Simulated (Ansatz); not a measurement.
## Carrier properties of Si under load (space group P6_3/mmc)

Given:

```yaml
crystal:
  lattice:
    - [3.80308, 0.00000, 0.00000]
    - [-1.90154, 3.29356, 0.00000]
    - [0.00000, 0.00000, 6.56886]
  atoms:
    - { symbol: Si, position: [0.33333, 0.66667, 0.00287] }
    - { symbol: Si, position: [0.66667, 0.33333, 0.50287] }
    - { symbol: Si, position: [0.33333, 0.66667, 0.37213] }
    - { symbol: Si, position: [0.66667, 0.33333, 0.87213] }
```

These are r2SCAN with spin-orbit coupling, rigid bands (plane waves, PAW; Ansatz, a quantum-chemistry and plane-wave program) values and carry that method's errors. Condition of this run: uniaxial stress along c of -7.2 GPa (compression positive) (the target of the relaxation). How the cell was made: cell and atoms relaxed with PBEsol, then loaded as said.

The band gap is 0.67 eV and the electron conductivity mass (300 K, dilute) is 0.40 (x), 0.40 (y), 0.182 (z) mₑ. The hole conductivity mass (300 K, dilute) is 0.37 (x), 0.37 (y), 0.64 (z) mₑ and the effective density of states N_c (300 K) is 8.7e19 cm⁻³. The effective density of states N_v (300 K) comes out as 8.1e18 cm⁻³, the density-of-states mass, electrons comes out as 2.3 mₑ and the density-of-states mass, holes is 0.47 mₑ. The Seebeck coefficient, n-type 1e19 cm⁻³, 300 K comes out as -386 μV/K, the best n-type power factor at 300 K for τ = 10 fs (best axis; densities from 1e16 to 1e21 cm⁻³ tried, whether or not they can be reached) is 50 μW/(cm·K²) at 1e20 cm⁻³ and the Seebeck coefficient, p-type 1e19 cm⁻³, 300 K is 241 μV/K. The best p-type power factor at 300 K for τ = 10 fs (best axis; densities from 1e16 to 1e21 cm⁻³ tried, whether or not they can be reached) is 6.2 μW/(cm·K²) at 1e20 cm⁻³.

Rigid bands; masses and Seebeck coefficients take one relaxation time τ for all states and one kind of carrier; polarons and phonon drag are left out. Geometry: cell and atoms relaxed with PBEsol.
